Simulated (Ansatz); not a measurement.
## A constructed model of the (111) surface of fcc Ag, (√3x√3)R30° surface alloy, Pd on one Ag site of the top plane (bottom of the slab: a bare face, its two planes held)

Computed with PBE (plane waves to 420 eV, PAW; Ansatz, a first-principles code).

Set-up: 18 atoms, 12.0 Å thick at the start with caps and adatoms (thin: gaps and levels are the slab's own); mesh 9x9x1; 0.1 eV smearing; dipole correction on; 6 atoms held, the rest relaxed; held to the start's symmetry, so lower structures may exist; no spin, no spin-orbit, no U. It is one candidate, not shown to be the stable structure of the face.

```
Quantity                                              Result
-----------------------------  -----------------------------
work function of the top face                        4.59 eV
energy released by relaxation                       0.039 eV
cost                           around 6 core-minutes (rough)
```
